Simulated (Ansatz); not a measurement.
C (Cmcm), r2SCAN, rigid bands (Ansatz, a first-principles code): Condition of this run: uniaxial stress along a of 22 GPa (compression positive) (the target of the relaxation). band gap 3.39 eV, N_c = 1.11e19 cm⁻³ and N_v = 8.42e18 cm⁻³ at 300 K, conductivity masses along z (a = (2.46, 0.00, 0.00) Å; b = (-1.23, 2.17, 0.00) Å; c = (0.00, 0.00, 4.16) Å) of 0.268 mₑ (electrons) and 0.668 mₑ (holes). Take k_BT = 0.02585 eV.

Problem. Find the intrinsic carrier density and the intrinsic Fermi level.

Solution. n_i = √(N_c N_v) exp(−E_g/2k_BT) = 9.67e18 × exp(−65.57) = 3.2e-10 cm⁻³. The level lies (k_BT/2) ln(N_v/N_c) = -4 meV from mid-gap (positive towards the conduction band). Each 0.1 eV added to the gap lowers n_i by a factor of 6.9.

Problem. What built-in voltage has an abrupt junction with N_A = 1e16 and N_D = 1e18 cm⁻³, all dopants ionised?

Solution. V_bi = E_g/e − (k_BT/e) ln(N_c N_v/(N_A N_D)) = 3.39 − 0.02585 × 9.14 = 3.15 V. It follows the computed gap one for one.

Problem. A film of it is 8 nm thick, with its normal along the direction named. Estimate the confinement energies in an infinite well.

Solution. ħ²π²/(2m t²) = 0.376 eV·nm²/(m/mₑ × t²) gives 21.9 meV for electrons and 8.80 meV for holes, so the gap would widen to about 3.42 eV. Finite barriers and nonparabolic bands lower this, and with several valleys or bands the heaviest mass along the normal sets the lowest level, not this average.

Rigid, parabolic bands with the computed gap; masses take one relaxation time for all states. Spin-orbit coupling is left out. Geometry: cell and atoms relaxed with PBEsol.
